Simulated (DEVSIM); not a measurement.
Device: Ni/Al2O3/p-Ge capacitor, at 250 K.

```tsv
layer (left to right)	material	thickness (nm)	Na (cm⁻³)
1	Al2O3	11.0	-
2	Ge	18000	1.1e14
```

Metal gate on the left, work function 5.1 eV. Fixed charge at the semiconductor interface 0 cm⁻² (in units of +e); no interface traps.

This is a model device: material constants are rounded textbook-type values typed into the input, and sizes, dopings and lifetimes were drawn at random. Values at 300 K; Nc and Nv go as T^1.5, mobilities as T to minus their exponent, the gap by Varshni's rule with the affinity fixed.

```
parameter         Al2O3        Ge
----------------  -----  --------
gap (eV)            6.8     0.664
affinity (eV)      1.35         4
permittivity          9        16
Nc (cm⁻³)             -   1.04e19
Nv (cm⁻³)             -      6e18
Varshni α (eV/K)      -  0.000477
Varshni β (K)         -       235
```

Model (solved in DEVSIM): 1D Poisson equation in equilibrium, Boltzmann statistics, complete ionisation; no quantum confinement or tunnelling. Metal contacts follow the ideal Schottky-Mott rule: no Fermi-level pinning, no interface dipoles.

Q: Tabulate band edges, carrier densities and field at 0.85 V on the gate.

A: Energies count from the Fermi level of the right contact; mesh points crowd at the junctions.

```tsv
x (μm)	Ec (eV)	Ev (eV)	n (cm⁻³)	p (cm⁻³)	field (V/cm)
0.000	2.900	-3.900	< 1e2	< 1e2	3900
0.001641	2.901	-3.899	< 1e2	< 1e2	3900
0.005098	2.902	-3.898	< 1e2	< 1e2	3900
0.008987	2.904	-3.897	< 1e2	< 1e2	3900
0.01117	0.254	-0.428	5.9e13	1.1e10	2200
0.01327	0.255	-0.428	5.8e13	1.1e10	2200
0.01871	0.256	-0.427	5.5e13	1.1e10	2200
0.04199	0.261	-0.422	4.4e13	1.4e10	2100
0.09290	0.271	-0.411	2.7e13	2.3e10	2000
0.2244	0.297	-0.386	8.2e12	7.6e10	1800
0.5833	0.355	-0.328	5.6e11	1.1e12	1400
2.020	0.447	-0.235	7.6e9	8.2e13	140
5.203	0.454	-0.229	5.7e9	1.1e14	≈ 0
11.81	0.454	-0.229	5.7e9	1.1e14	≈ 0
16.30	0.454	-0.229	5.7e9	1.1e14	≈ 0
17.35	0.454	-0.229	5.7e9	1.1e14	≈ 0
17.76	0.454	-0.229	5.7e9	1.1e14	≈ 0
17.92	0.454	-0.229	5.7e9	1.1e14	≈ 0
17.98	0.454	-0.229	5.7e9	1.1e14	≈ 0
18.00	0.454	-0.229	5.7e9	1.1e14	≈ 0
18.01	0.454	-0.229	5.7e9	1.1e14	≈ 0
18.01	0.454	-0.229	5.7e9	1.1e14	≈ 0
```
